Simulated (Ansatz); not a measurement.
For TaS₂ (model structure, started from the anatase type, I4₁/amd, No. 141, 6 atoms in the cell), PBE (Ansatz, a program for electronic structure, PAW) gives:

| Item | Result |
|---|---|
| lattice constant a | 4.860 Å |
| lattice parameter c | 9.842 Å |

Problem. What does PBE-D3(BJ) (plane waves, PAW; Ansatz) give for the same quantities?

Solution. 
- lattice constant a: 4.815 Å (shrinks by 0.9 %)
- lattice parameter c: 9.579 Å (decreases by 2.7 %)

Changes are worked out from the printed values.

Unless a cell is named, each level is at its own relaxed cell (PBE 19.37, PBE-D3(BJ) 18.51 Å³/atom).

Levels without +SOC leave out spin–orbit coupling, which shifts energies and cells of such heavy elements.

Ansatz's density-functional and Hartree–Fock values are scalar-relativistic unless marked +SOC, with PAW data made under PBE.

A model structure was made by putting elements into a prototype or built by hand; it is no filed structure, need not be a known phase, and can be a saddle point held by its symmetry.
